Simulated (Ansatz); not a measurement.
An input for Ansatz (PBEsol) and the part of its output that reports the quasi-harmonic study. Lengths are of the primitive cell. 

Ansatz 0.2 input:
```yaml
crystal:
  lattice:
    - [0.0, 1.9368927979, 1.9368927979]
    - [1.9368927979, 0.0, 1.9368927979]
    - [1.9368927979, 1.9368927979, 0.0]
  atoms:
    - { symbol: Pd, position: [0.0, 0.0, 0.0] }
kpoints:
  mp_grid: { grid: [16, 16, 16] }
hamiltonian:
  xc: pbesol
  pseudopotentials: { kind: paw }
scf:
  occupations: { method: methfessel_paxton, width: 0.15 }
phonons:
  method: dfpt
  qmesh: [4, 4, 4]
  temperatures: { t_max: 1000, t_step: 25 }
  thermal_expansion: {}
checkpoint:
  write: run
```

```
--- Thermal expansion: 10 cells in 3 rounds, 0 GPa ---
  no lower state was reached at cell 4; its state was not examined: fill_not_monotonic
  without vibrations: a 2.74044, b 2.74044, c 2.74044 Å, V 14.5528 Å³, B 204.66 GPa
  at 0 K: a 2.74367, b 2.74367, c 2.74367 Å, V 14.6043 Å³, B 201.96 GPa
  zero-point expansion: a +0.118, b +0.118, c +0.118, V +0.354 %
      T/K        a/Å        b/Å        c/Å       V/Å³ | expansion of a, b, c, V (1e-6/K)   | that of V in the mean from 25 °C | C_P, C_V (J/mol K of the cell) | B_T, B_S (GPa)
     0.00    2.74367    2.74367    2.74367    14.6043 |    0.00    0.00    0.00    0.00 |   23.76 |     0.000     0.000 |   201.96   201.96
   100.00    2.74461    2.74461    2.74461    14.6193 |    7.68    7.68    7.68   23.03 |   30.60 |    17.864    17.771 |   200.14   201.19
   200.00    2.74720    2.74720    2.74720    14.6607 |   10.51   10.51   10.51   31.52 |   33.14 |    24.075    23.731 |   196.22   199.07
   298.15    2.75018    2.75018    2.75018    14.7085 |   11.52   11.52   11.52   34.55 |       - |    26.085    25.480 |   192.09   196.65
   375.00    2.75267    2.75267    2.75267    14.7485 |   12.04   12.04   12.04   36.12 |   35.41 |    27.025    26.205 |   188.75   194.66
   475.00    2.75607    2.75607    2.75607    14.8032 |   12.61   12.61   12.61   37.83 |   36.40 |    27.939    26.823 |   184.29   191.97
   575.00    2.75962    2.75962    2.75962    14.8605 |   13.13   13.13   13.13   39.38 |   37.32 |    28.681    27.247 |   179.73   189.19
   675.00    2.76331    2.76331    2.76331    14.9202 |   13.63   13.63   13.63   40.88 |   38.19 |    29.328    27.554 |   175.07   186.35
   775.00    2.76715    2.76715    2.76715    14.9824 |   14.13   14.13   14.13   42.38 |   39.06 |    29.920    27.781 |   170.32   183.43
   875.00    2.77113    2.77113    2.77113    15.0472 |   14.64   14.64   14.64   43.92 |   39.92 |    30.484    27.953 |   165.47   180.45
   975.00    2.77527    2.77527    2.77527    15.1147 |   15.18   15.18   15.18   45.53 |   40.80 |    31.040    28.086 |   160.53   177.41
  1000.00    2.77632    2.77632    2.77632    15.1320 |   15.32   15.32   15.32   45.95 |   41.02 |    31.180    28.115 |   159.27   176.64
  the static fit leaves 0.005 meV an atom of the energies and, of the stresses, 0.000 GPa of each cell's largest along a strain (root mean squares over the cells), whose Pulay part it has at -0.050 GPa
  vibrations' free energy: its fit passes through its cells
  the electrons' free energy at temperature is in it; its fit leaves 0.0005 meV an atom at the most
  free energies summed between the sampled wave vectors
  estimated error of the fitted expansion in any direction: up to 0.017e-6/K, at 1000 K, with few degrees of freedom (an estimate, not a bound: it was exceeded on models of known expansion)
  by sums over the sampled wave vectors an expansion of the volume parts by up to 1.31e-6/K
  by a static energy of one degree less an expansion of the volume parts by up to 0.11e-6/K
  the FFT grids of the static calculations differ: 20 × 20 × 20, 24 × 24 × 24
```

Warnings of the run: thermal_expansion_settings.

Cost: roughly 40 core-minutes.

The crystal is held in this phase throughout; melting and phase transitions are not modelled.

Ansatz is a program for electronic structure.
